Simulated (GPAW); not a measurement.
```xyz
7
Lattice="3.8487 0.0000 0.0000 0.0000 3.8487 0.0000 0.0000 0.0000 6.7634" Properties=species:S:1:pos:R:3 pbc="T T T"
Ga     1.9372     1.8998     0.0288
P      0.0633     0.0669     3.3160
Pt    -0.0361     1.9034     1.9729
Pt     0.0377     1.9259     4.7989
Pt     1.9240    -0.0064     1.9720
Pt     1.9244     0.0066     4.8323
Pt    -0.0776    -0.0231    -0.0122
```

Method: PBEsol, GPAW PAW datasets PBEsol (made by gpaw-setup) (plane waves; GPAW).

The set-up and first iterations of a GPAW log for GaPPt₅ (P1, 7 atoms in the cell):

```
Input parameters:
  convergence: {density: 1e-05}
  kpts: {gamma: True,
         size: (7, 7, 4)}
  maxiter: 120
  mode: {ecut: 550,
         name: pw}
  nbands: -11
  occupations: {name: methfessel-paxton,
                order: 0,
                width: 0.1}
  symmetry: {symmorphic: False,
             tolerance: 0.0005}
  xc: PBEsol

species:
  Ga:
    name: Gallium
    Z: 31.0
    valence: 3
    core: 28
    charge: 0.0
    file: Ga.PBEsol.gz

    # Using partial waves for Ga as LCAO basis

  P:
    name: Phosphorus
    Z: 15.0
    valence: 5
    core: 10
    charge: 0.0
    file: P.PBEsol.gz

    # Using partial waves for P as LCAO basis

  Pt:
    name: Platinum
    Z: 78.0
    valence: 16
    core: 62
    charge: 0.0
    file: Pt.PBEsol.gz

    # Using partial waves for Pt as LCAO basis

Reference energy: -2563309.282142  # eV

Spin-paired calculation

Convergence criteria:
   [... lines left out ...]

Hamiltonian:
  XC and Coulomb potentials evaluated on a 42*42*80 grid
  External potential:
    NoExternalPotential

XC parameters: PBEsol with 2 nearest neighbor stencil

Number of atoms: 7
Number of atomic orbitals: 68
Number of bands in calculation: 55
Number of valence electrons: 88
Bands to converge: occupied

Density initialized from atomic densities
  55 bands from LCAO basis set

Atomic positions and initial magnetic moments

Positions:
   0 Ga     1.937237    1.899812    0.028751    ( 0.0000,  0.0000,  0.0000)
   1 P      0.063268    0.066879    3.315988    ( 0.0000,  0.0000,  0.0000)
   2 Pt    -0.036116    1.903357    1.972879    ( 0.0000,  0.0000,  0.0000)
   3 Pt     0.037744    1.925945    4.798911    ( 0.0000,  0.0000,  0.0000)
   4 Pt     1.924032   -0.006404    1.971980    ( 0.0000,  0.0000,  0.0000)
   5 Pt     1.924448    0.006570    4.832323    ( 0.0000,  0.0000,  0.0000)
   6 Pt    -0.077593   -0.023138   -0.012249    ( 0.0000,  0.0000,  0.0000)

Unit cell:
           periodic     x           y           z      points  spacing
  1. axis:    yes    3.848680    0.000000    0.000000    21     0.1833
  2. axis:    yes    0.000000    3.848680    0.000000    21     0.1833
  3. axis:    yes    0.000000    0.000000    6.763431    40     0.1691

  Lengths:   3.848680   3.848680   6.763431
  Angles:   90.000000  90.000000  90.000000

Effective grid spacing dv^(1/3) = 0.1784
     iter     time        total  log10-change:
                         energy   eigst   dens
iter:   1 --:--:--   -50.865291
iter:   2 --:--:--   -50.682477   -0.84  -1.39
iter:   3 --:--:--   -49.521031   -1.88  -1.40
iter:   4 --:--:--   -48.837228   -1.58  -1.52
iter:   5 --:--:--   -48.947947   -1.86  -1.79
iter:   6 --:--:--   -48.751806   -2.53  -1.99
iter:   7 --:--:--   -48.706340   -2.76  -2.34
iter:   8 --:--:--   -48.710177   -3.73  -2.48
iter:   9 --:--:--   -48.708159c  -3.50  -2.58
iter:  10 --:--:--   -48.706535c  -4.36  -2.93
iter:  11 --:--:--   -48.705356c  -4.27  -3.05
iter:  12 --:--:--   -48.705963c  -4.51  -3.17
iter:  13 --:--:--   -48.705479c  -5.25  -3.22
```

Will this run converge, and how will it end?

The run converged in 25 iterations. Its thresholds were met; that alone does not show that basis and mesh suffice. It ends on: free energy E − TS (from the program's reference atoms) -48.7069 eV; Fermi level (on the code's own zero) 12.37 eV; pressure 11.72 GPa; largest force (vector length) 1.770 eV/Å. The log goes on:

```
   [... 3 lines left out ...]
iter:  17 --:--:--   -48.705278c  -6.11  -3.74
iter:  18 --:--:--   -48.705244c  -6.52  -3.86
iter:  19 --:--:--   -48.705218c  -6.72  -4.00
iter:  20 --:--:--   -48.705198c  -6.49  -4.12
iter:  21 --:--:--   -48.705198c  -7.79c -4.59
iter:  22 --:--:--   -48.705199c  -8.56c -4.62
iter:  23 --:--:--   -48.705201c  -7.83c -4.67
iter:  24 --:--:--   -48.705201c  -8.33c -4.95
iter:  25 --:--:--   -48.705200c  -9.09c -5.06c
Converged after 25 iterations.

Dipole moment: (0.079496, -1.232109, -0.420018) |e|*Ang

Energy contributions relative to reference atoms: (reference = -2563309.282142)

Kinetic:        +24.599164
Potential:      -22.424653
External:        +0.000000
XC:             -47.847945
Entropy (-ST):   -0.003335
Local:           -3.030097
SIC:             +0.000000
--------------------------
Free energy:    -48.706867
Extrapolated:   -48.705200

Showing only first 2 kpts
 Kpt  Band  Eigenvalues  Occupancy
  0    42     11.26060    2.00000
  0    43     12.29176    1.75698
  0    44     12.54933    0.01332
  0    45     13.93703    0.00000

  1    42     12.43805    0.36740
  1    43     12.50172    0.07159
  1    44     12.55597    0.01020
  1    45     13.18439    0.00000

Fermi level: 12.37432

No gap
No difference between direct/indirect transitions
Energy (eV): -48.7052

Forces in eV/Ang:
  0 Ga   -0.27892    0.06633   -0.23927
  1 P    -0.64747   -0.90648    1.37551
  2 Pt    0.44719    0.86592   -0.49583
  3 Pt   -0.37231    0.28906   -0.08358
  4 Pt   -0.17188   -0.25114   -0.29679
  5 Pt    0.30164   -0.11043   -0.48318
  6 Pt    0.72197    0.04701    0.22251

Stress tensor:
    -0.075022     0.001401     0.000571
     0.001401    -0.073266     0.003172
     0.000571     0.003172    -0.071239
Stress (GPa, Voigt): [-12.0198 -11.7384 -11.4138   0.5083   0.0915   0.2245]
```

For comparison: a first run was changed to give this one (atoms moved at random), and from it to this one the free energy goes up by 23.2 meV/atom, the pressure goes from 10.60 to 11.72 GPa and the largest force goes from 0.004 to 1.770 eV/Å.

The starting cell comes from a database of computed structures (which also holds hypothetical and non-ambient phases and stackings), without a prior relaxation at this level. Its lattice was rescaled by a random factor within 2.5 % of one. For this run, on top of that: atoms moved at random. Spin-orbit coupling is off. Spin polarisation is off. With a pressure of about 12 GPa the cell is away from its equilibrium volume at this level. Forces in this geometry exceed 1 eV/Å.

The run was DFT PBEsol, plane waves, GPAW PAW datasets PBEsol (made by gpaw-setup). Main settings of its input:

- mode = pw
- ecut = 550 eV
- xc = PBEsol
- kpts = 7 7 4
- mesh shift (steps) = 0 0 0
- occupations.name = methfessel-paxton
- occupations.width = 0.1 eV
- occupations.order = 0
- nbands = -11
- convergence.density = 1e-05 e/electron
- symmetry.symmorphic = false
- symmetry.tolerance = 0.0005
